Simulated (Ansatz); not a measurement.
Take HgTe in the zinc blende structure (space group F-43m, No. 216) as the base.

```xyz
2
Lattice="0.0000 3.2549 3.2549 3.2549 0.0000 3.2549 3.2549 3.2549 0.0000" Properties=species:S:1:pos:R:3 pbc="T T T"
Te     4.8823     4.8823     4.8823
Hg     0.0000     0.0000     0.0000
```

Cartesian axes are those of the cell as printed.

Level of theory: Kohn–Sham DFT with the PBEsol functional, run in Ansatz (a first-principles code) with PAW and 420 eV plane waves, scalar-relativistic without spin-orbit coupling.

For the base:

- Shortest interatomic distance = 2.819 Å
- Pressure = 0.0 GPa

It is then changed as follows: biaxial strain −2.64 %, plane normal [001], relaxed out of plane (Cartesian); in-plane vectors clamped, the third vector and the atoms free.

What happens to the energy relative to the base?

The energy grows by 6.0 meV/atom.

Estimate the effect on the shortest interatomic distance.

The shortest interatomic distance decreases by 0.014 Å to 2.805 Å.

Predict the new pressure.

The pressure (mean of the normal stresses, compression positive) goes from zero to 0.7 GPa.

No phonon test of stability was made. The final runs are not spin-polarised.
